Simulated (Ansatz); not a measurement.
Take MoSi2 (space group I4/mmm, No. 139; a = 3.217 Å, c = 7.875 Å; relaxed with 0.1 eV smearing) as the base. Axes: x, y, z lie along a, b, c of the conventional cell.

Level of theory: PBE (Ansatz, a quantum-chemistry and plane-wave program, PAW, scalar-relativistic without spin-orbit coupling), earlier PAW set.

Before the change:

```
Property   Result
--------  -------
Pressure  0.0 GPa
```

Perturbation: biaxial strain +3.64 %, plane normal [001], relaxed out of plane (Cartesian); in-plane vectors clamped, the third vector and the atoms free.

What happens to the pressure and out-of-plane strain?

The pressure (mean of the normal stresses, compression positive) goes from zero to -9.7 GPa; the out-of-plane strain is -1.13 %.

No phonon test of stability was made. All final runs are without spin polarisation.
